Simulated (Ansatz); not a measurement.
The parent structure is InSe in the beta-GaS type structure (space group P6_3/mmc, No. 194; a = 4.032 Å, c = 16.764 Å; layered, stacked along the Cartesian z axis).

(Cell as relaxed with PBE-D3(BJ).)

Levels (all Ansatz, an electronic-structure program, PAW): PBE-D3(BJ) (420 eV, spin-orbit coupling left out); PBEsol-D3(BJ) (420 eV, no spin-orbit coupling).

Each level relaxes its own structure.

```
quantity             PBE-D3(BJ)  PBEsol-D3(BJ)
-------------------  ----------  -------------
volume per atom        29.50 Å³       27.59 Å³
lattice parameter a     4.032 Å        3.953 Å
lattice parameter c    16.764 Å       16.309 Å
```

PBE-D3(BJ)'s volume per atom lies 1.917 Å³ above PBEsol-D3(BJ)'s (6.9 %); PBE-D3(BJ)'s lattice parameter a lies 0.079 Å above PBEsol-D3(BJ)'s (2.0 %); PBE-D3(BJ)'s lattice parameter c lies 0.455 Å above PBEsol-D3(BJ)'s (2.8 %). Neither level is exact; PBEsol-D3(BJ) is the comparison here, not a measurement.

Stability against distortions was not tested.
